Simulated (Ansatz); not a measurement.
# Hypothetical P6_3/mmc SiS2: pressure series

Base system: SiS2 in the 2H-MoS2 type structure (space group P6_3/mmc, No. 194; a hypothetical phase, not in the database extracts checked; layered, stacked along the Cartesian z axis).

```xyz
6
Lattice="3.2096 0.0000 0.0000 -1.6048 2.7796 0.0000 0.0000 0.0000 11.7670" Properties=species:S:1:pos:R:3 pbc="T T T"
Si     0.0000     1.8531     2.9418
Si     1.6048     0.9265     8.8253
S      0.0000     1.8531     7.3694
S      1.6048     0.9265     1.4859
S      1.6048     0.9265     4.3976
S      0.0000     1.8531    10.2811
```

Cell and atoms are relaxed at each pressure.

Computed with PBE-D3(BJ) (Ansatz, a first-principles code, PAW, spin-orbit coupling left out).

Notes on the quantities. enthalpy: H = E + PV relative to the base's energy.

```json
[
 {"change": "base", "enthalpy": "–", "volume per atom": "17.50 Å³"},
 {"change": "pressure −1 GPa", "enthalpy": "-0.11 eV/atom", "volume per atom": "18.11 Å³"},
 {"change": "pressure 0.9 GPa", "enthalpy": "+0.10 eV/atom", "volume per atom": "17.11 Å³"},
 {"change": "pressure 2.1 GPa", "enthalpy": "+0.22 eV/atom", "volume per atom": "16.70 Å³"},
 {"change": "pressure 4.5 GPa", "enthalpy": "+0.47 eV/atom", "volume per atom": "16.08 Å³"},
 {"change": "pressure 9 GPa", "enthalpy": "+0.91 eV/atom", "volume per atom": "15.16 Å³"},
 {"change": "pressure 15 GPa", "enthalpy": "+1.46 eV/atom", "volume per atom": "14.36 Å³"},
 {"change": "pressure 22.5 GPa", "enthalpy": "+2.11 eV/atom", "volume per atom": "13.60 Å³"},
 {"change": "pressure 30 GPa", "enthalpy": "+2.74 eV/atom", "volume per atom": "12.96 Å³"}
]
```

Load acts through the strain it causes; cell and atoms are relaxed under it. Stability against distortions was not tested. No other phases were tried under pressure. The final runs are not spin-polarised.
